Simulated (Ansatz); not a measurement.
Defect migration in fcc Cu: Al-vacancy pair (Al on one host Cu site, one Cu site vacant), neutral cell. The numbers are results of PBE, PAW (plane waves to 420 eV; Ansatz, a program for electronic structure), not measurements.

Cell of 32 host sites held at the relaxed PBE lattice; a 3×3×3 k-point mesh shifted by half a step; Fermi-Dirac width 0.10 eV, spin-restricted; finite-size errors left in. Energies are static. Forms of the defect that were not tried may lie lower.

Barriers: single points on a 5×5×5 k-point mesh shifted by half a step at the bands' geometries.

The step: a nearby Cu atom hops onto the vacant site (Al-vacancy distance between ideal sites 2.57 → 5.13 Å); the atom moves 2.49 Å along (0.00, -0.48, -0.48) of the unit cell; the moving atom starts with neighbours 4 Cu at 2.54, 2 Cu at 2.56, 4 Cu at 2.58, Cu at 2.60 Å and ends with Al at 2.61; 4 Cu at 2.53, 2 Cu at 2.57, 4 Cu at 2.59 Å.

What migration barrier of this step does PBE, PAW give?

0.77 eV forward and 0.72 eV backward. At the saddle the moving atom has neighbours 4 Cu at 2.37, 2 Cu at 2.78, 2 Cu at 2.80 Å. The saddle point's order was not checked, and it lies on a symmetry element of the cell, where a band can be held.
